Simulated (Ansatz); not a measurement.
An Ansatz (an electronic-structure program) input (r2SCAN (Ansatz), scalar-relativistic without spin-orbit coupling):

Ansatz 0.2 input:
```yaml
crystal:
  lattice:
    - [3.2437935937, 0, 0]
    - [0, 3.2437935937, 0]
    - [1.6218967968, -1.6218967968, 3.9257324753]
  atoms:
    - { symbol: Mo, position: [0, 0, 0] }
    - { symbol: Si, position: [0.6647896815, 0.3352103185, 0.6704206369] }
    - { symbol: Si, position: [0.3352103185, 0.6647896815, 0.3295793631] }
basis: { ecutwfc: 500, ecutrho_ratio: 4, xc_grid: 4, fft_grid_basis: typed }
kpoints: { mp_grid: { grid: [25, 25, 25] } }
hamiltonian:
  xc: r2scan
  dispersion: none
  pseudopotentials: { kind: paw }
scf: { occupations: { method: fermi_dirac, width: 0.1 }, convergence: { dr2_threshold: 0.0000000003 } }
output: { forces: true, stress: true }
checkpoint: { write: state.ck, write_every: 1000 }
```

**Question.** Which symmetry and how many k-points will the program report, and about how many plane waves at Γ?

**Answer.** Space group I4/mmm (ITA 139) with 16 operations, k-points 1183 of 15625, and 1063 plane waves at Γ.

**Question.** And the final pressure?

**Answer.** -6.10 GPa (compression positive).

Single points use the geometry relaxed with PBE. The cells carry an imposed strain or load. Whether these cells are dynamically stable was not tested. The final runs are not spin-polarised. The cell was made from MoSi2 (space group I4/mmm, No. 139) by this change: biaxial strain +0.84 %, plane normal [001], relaxed out of plane.
